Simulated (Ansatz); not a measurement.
Input for Ti(N,C) alloy cell Ti2CN (rock salt start):

Ansatz 0.2 input:
```yaml
crystal:
  lattice:
    - [0.000000008, 4.292332856, 4.292332867]
    - [4.289056567, 0.000000006, 4.292332869]
    - [4.289056567, 4.292332857, 0.000000007]
  atoms:
    - { symbol: Ti, position: [-0.000000007, -0.000000016, 0.000000018] }
    - { symbol: Ti, position: [0.000000019, -0.000000017, 0.499999998] }
    - { symbol: Ti, position: [0.000000007, 0.500000006, -0.000000006] }
    - { symbol: Ti, position: [0.00000003, 0.500000004, 0.500000001] }
    - { symbol: Ti, position: [0.50000001, -0.000000007, 0.000000005] }
    - { symbol: Ti, position: [0.500000009, 0.000000001, 0.500000001] }
    - { symbol: Ti, position: [0.500000001, 0.500000002, 0.000000019] }
    - { symbol: Ti, position: [0.499999979, 0.500000014, 0.499999994] }
    - { symbol: N, position: [0.249999975, 0.250000011, 0.250000014] }
    - { symbol: C, position: [0.250000011, 0.250000014, 0.749999979] }
    - { symbol: C, position: [0.250000011, 0.749999981, 0.250000008] }
    - { symbol: N, position: [0.250000025, 0.749999982, 0.74999996] }
    - { symbol: N, position: [0.749999974, 0.250000015, 0.250000019] }
    - { symbol: C, position: [0.749999981, 0.250000006, 0.750000012] }
    - { symbol: C, position: [0.749999974, 0.750000017, 0.250000007] }
    - { symbol: N, position: [0.750000011, 0.749999987, 0.749999969] }
basis:
  ecutwfc: 420
  ecutrho_ratio: 4
  xc_grid: 2
kpoints:
  mp_grid: { grid: [5, 5, 5] }
hamiltonian:
  xc: pbe
  dispersion: none
  pseudopotentials: { kind: paw }
scf:
  n_extra_bands: 24
  occupations: { method: fermi_dirac, width: 0.05 }
output:
  forces: true
  stress: true
relax:
  f_tol: 0.03
  max_steps: 90
  cell: { stress_tol: 0.15 }
```

Method: PBE (plane waves to 420 eV, PAW; Ansatz, a first-principles code). No spin–orbit coupling; the runs are not spin-polarised. Its k-point mesh 5×5×5, Fermi–Dirac width 0.05 eV.

What does the end of the output print (band table and long remarks left out, numbers rounded to eight decimals)?


```
SCF converged after 7 iterations
Free energy (F): -22558.109640 eV
Harris-Foulkes:  -22558.109640 eV  (|F-HF|=0.00e0)
Internal energy: -22558.064394 eV  (E = F + TS)
E sigma→0 (E₀):  -22558.087017 eV
Entropy (-TS):   -0.045246 eV (-2.828 meV/atom)
Fermi energy:    16.049482 eV
--- Per-component energies (eV) ---
  E_band       = -822.224387
  E_kinetic    = 3074.589669
  E_local      = -6275.537088  (includes V_loc(G=0)·N_el)
  E_nonlocal   = 330.998695
  E_hartree    = 2522.180309
  E_xc         = -1229.358284
  E_vxc        = -1542.797758  (∫ρ·V_xc dr)
  E_paw        = -9275.928560  (= ΣΔE_a)
  E_vpaw       = -1453.839797  (= ΣTr[D̂ρ^β])
  E_aug_tail   = 0.001276  (compensation charges beyond the density's cutoff)
  E_ewald      = -11705.010412
  E_smearing   = -0.045246  (= −TS)
  E_closure    = 0.000000  (closes the sum)
  Σ components = -22558.109640   (vs F -22558.109640, Δ=0.00e0)
--- Forces (eV/Å), atoms counted from 1 ---
  atom   1  Ti     0.00000000     0.00000000     0.00000000
  atom   2  Ti     0.00000000    0.00000000     0.00000000
  atom   3  Ti     0.00000000     0.00000000    0.00000000
  atom   4  Ti     0.00000000    0.00000000    0.00000000
  atom   5  Ti     0.00000000     0.00000000    0.00000000
  atom   6  Ti     0.00000000    0.00000000    0.00000000
  atom   7  Ti     0.00000000    0.00000000     0.00000000
  atom   8  Ti     0.00000000    0.00000000    0.00000000
  atom   9  N     0.00000000     0.00000000     0.00000000
  atom  10  C      0.00000000    0.00000000    0.00000000
  atom  11  C     0.00000000    0.00000000     0.00000000
  atom  12  N      0.00000000    0.00000000     0.00000000
  atom  13  N      0.00000000    0.00000000    0.00000000
  atom  14  C      0.00000000    0.00000000    0.00000000
  atom  15  C      0.00000000     0.00000000     0.00000000
  atom  16  N      0.00000000     0.00000000     0.00000000
  max |Σ_I F_I| component: 1.10e-26 eV/Å
--- Stress (GPa, compression-positive) ---
       -0.130247       0.000000      0.000000
        0.000000      -0.087775      0.000000
       0.000000      0.000000      -0.087775
  P = ⅓ Tr σ = -0.1019 GPa (-1.019 kbar)
--- Relaxed structure (2 steps of the walk, 2 accepted, 1 SCFs on fresh bases) ---
  F+E_penalty+E_count = -22558.10964031 eV   max|allowed force component| = 9.597e-27 eV/Å   (the final SCF, on the basis selected at the relaxed cell)
  cell:  # Å, volume = 157.6453 Å³
    - [0.0, 4.28885048, 4.28885048]
    - [4.28518165, 0.0, 4.28885048]
    - [4.28518165, 4.28885047, 0.0]
  atoms:
    - { symbol: Ti, position: [0.0, 0.0, 0.0] }
    - { symbol: Ti, position: [0.0, 0.0, 0.50000000] }
    - { symbol: Ti, position: [0.0, 0.5, 0.0] }
    - { symbol: Ti, position: [0.0, 0.5, 0.5] }
    - { symbol: Ti, position: [0.50000000, 0.0, 0.0] }
    - { symbol: Ti, position: [0.50000000, 0.0, 0.50000000] }
    - { symbol: Ti, position: [0.50000000, 0.50000000, 0.0] }
    - { symbol: Ti, position: [0.50000000, 0.50000000, 0.50000000] }
    - { symbol: N, position: [0.25000000, 0.25000000, 0.25000000] }
    - { symbol: C, position: [0.25, 0.25, 0.75] }
    - { symbol: C, position: [0.25000000, 0.75, 0.25000000] }
    - { symbol: N, position: [0.25000000, 0.75, 0.75000000] }
    - { symbol: N, position: [0.75000000, 0.25, 0.25000000] }
    - { symbol: C, position: [0.75000000, 0.25000000, 0.75000000] }
    - { symbol: C, position: [0.75000000, 0.75, 0.25000000] }
    - { symbol: N, position: [0.75000000, 0.75000000, 0.75000000] }
```

Cost: roughly 24 core-seconds.
